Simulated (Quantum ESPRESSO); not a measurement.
A series of runs on Zn2Te3O8 (C2/c, 26 atoms in the cell)

```
CELL_PARAMETERS angstrom
      6.31757    -2.59591     0.00000
      6.31757     2.59591     0.00000
     -1.96637     0.00000    11.63232
ATOMIC_POSITIONS crystal
  Zn 0.55220 0.99184 0.15738
  Zn 0.44780 0.00816 0.84262
  Zn 0.00816 0.44780 0.34262
  Zn 0.99184 0.55220 0.65738
  Te 0.86269 0.13731 0.75000
  Te 0.13731 0.86269 0.25000
  Te 0.66011 0.06799 0.44739
  Te 0.33989 0.93201 0.55261
  Te 0.93201 0.33989 0.05261
  Te 0.06799 0.66011 0.94739
  O  0.75463 0.71547 0.96232
  O  0.24537 0.28453 0.03768
  O  0.28453 0.24537 0.53768
  O  0.71547 0.75463 0.46232
  O  0.19173 0.41661 0.81401
  O  0.80827 0.58339 0.18599
  O  0.58339 0.80827 0.68599
  O  0.41661 0.19173 0.31401
  O  0.78250 0.99100 0.85933
  O  0.21750 0.00900 0.14067
  O  0.00900 0.21750 0.64067
  O  0.99100 0.78250 0.35933
  O  0.83112 0.00550 0.14516
  O  0.16888 0.99450 0.85484
  O  0.99450 0.16888 0.35484
  O  0.00550 0.83112 0.64516
```

Base run A: LDA (PZ), GBRV 1.5 ultrasoft (LDA) pseudopotentials in Quantum ESPRESSO 7.5, self-consistent single point.

Its settings: ecutwfc = 50 Ry; ecutrho = 250 Ry; occupations = smearing; smearing = gaussian; degauss = 0.000734986 Ry; potentials = {Zn: zn_lda_v1.uspp.F.UPF, Te: te_lda_v1.uspp.F.UPF, O: o_lda_v1.2.uspp.F.UPF}; K_POINTS = automatic 3 3 2 1 1 1; conv_thr = 1e-11 Ry; mixing_beta = 0.4.

The starting cell comes from a database of computed structures (which also holds hypothetical and non-ambient phases and stackings), without a prior relaxation at this level. Spin-orbit coupling is off. In the base run, with a pressure of about 4 GPa the cell is away from its equilibrium volume at this level. In the base run, forces exceed 1 eV/Å. The shifted mesh does not hold Γ, so a gap read on it misses any band edge there.

ΔF is the free energy per atom less that of run A. 

Run A gave: pressure (GPa) 4.06; largest force (eV/Å) 2.336; gap on the mesh (eV) 3.286.

Runs:
- B: lattice scaled by 0.97
- C: lattice scaled by 0.97; ecutwfc: 50 Ry → 30 Ry; ecutrho: 250 Ry → 150 Ry
- D: lattice scaled by 0.985
- E: lattice scaled by 0.985; ecutwfc: 50 Ry → 30 Ry; ecutrho: 250 Ry → 150 Ry
- F: lattice scaled by 1.015
- G: lattice scaled by 1.015; ecutwfc: 50 Ry → 30 Ry; ecutrho: 250 Ry → 150 Ry
- H: lattice scaled by 1.03
- I: lattice scaled by 1.03; ecutwfc: 50 Ry → 30 Ry; ecutrho: 250 Ry → 150 Ry

What does run D change against A?

The free energy goes up by 33.7 meV/atom, the pressure goes from 4.06 to 12.16 GPa, the largest force goes from 2.336 to 4.012 eV/Å and the gap on the mesh goes from 3.286 to 3.419 eV.

What does run C change against A?

The free energy goes up by 297 meV/atom, the pressure goes from 4.06 to 3.25 GPa, the largest force goes from 2.336 to 5.988 eV/Å and the gap on the mesh goes from 3.286 to 3.513 eV.

```tsv
run	ΔF (meV/atom)	pressure (GPa)	largest force (eV/Å)	gap on the mesh (eV)
A	0.00	4.06	2.336	3.286
B	102.0	22.16	5.964	3.499
C	297.2	3.25	5.988	3.513
D	33.7	12.16	4.012	3.419
E	227.4	-5.80	4.045	3.430
F	-4.2	-2.46	1.270	3.126
G	190.4	-18.94	1.263	3.135
H	16.7	-7.66	0.686	2.962
I	209.2	-23.30	0.680	2.970
```
